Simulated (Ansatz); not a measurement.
**TiO2 in the rutile structure (space group P4_2/mnm, No. 136)**

```
TiO2
1.0
    4.59120     0.00000     0.00000
    0.00000     4.59120     0.00000
    0.00000     0.00000     2.93905
Ti O
2 4
Cartesian
  0.00000   0.00000   0.00000
  2.29560   2.29560   1.46952
  1.39775   1.39775   0.00000
  3.69335   0.89786   1.46952
  0.89786   3.69335   1.46952
  3.19346   3.19346   0.00000
```

Calculations: plane-wave PAW DFT at the PBEsol level (Ansatz, a first-principles code, 420 eV), no spin-orbit coupling. Γ-centred 7×7×11 mesh, Fermi–Dirac width 0.05 eV.

| Property | Result |
|---|---|
| Volume per atom | 10.33 Å³ |
| Density | 4.28 g/cm³ |
| Band gap | 1.87 eV, direct at Γ |
| Electron mass | 0.54 mₑ along c, 1.1 mₑ across |
| Total energy | -1199.935 eV/atom (σ→0; compares only within this code and set-up) |

Effective masses come from finite differences of ±0.01 Å⁻¹. Stability against distortions was not tested. All final runs are without spin polarisation.
